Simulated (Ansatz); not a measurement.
Base system: Ge in the diamond structure (space group Fd-3m, No. 227; a = 5.762 Å).

Computed with PBE (Ansatz, a first-principles code; PAW; 420 eV plane waves; no spin-orbit coupling).

Before the change:

| Quantity | Value |
|---|---|
| Lattice parameter a | 10.888 bohr |
| Band gap | zero |
| Gap character | absent |

It is then changed as follows: a hydrostatic pressure of 7.5 GPa.

Question: Estimate the effect on the lattice parameter a.

Answer: The lattice parameter a drops by 0.358 bohr to 10.530 bohr.

Question: Predict the new band gap.

Answer: The band gap changes from zero to 0.32 eV.

Question: How does this affect the gap character?

Answer: The gap character changes from absent to indirect, Γ → L.

Load acts through the strain it causes; cell and atoms are relaxed under it. Whether these cells are dynamically stable was not tested. Tetrahedral semiconductors of this kind turn to denser phases somewhere between about 1 and 50 GPa; those were not computed, so compressed cells here can lie past the real transition. A zero or small gap of Ge can be the functional's error rather than a property of the material.
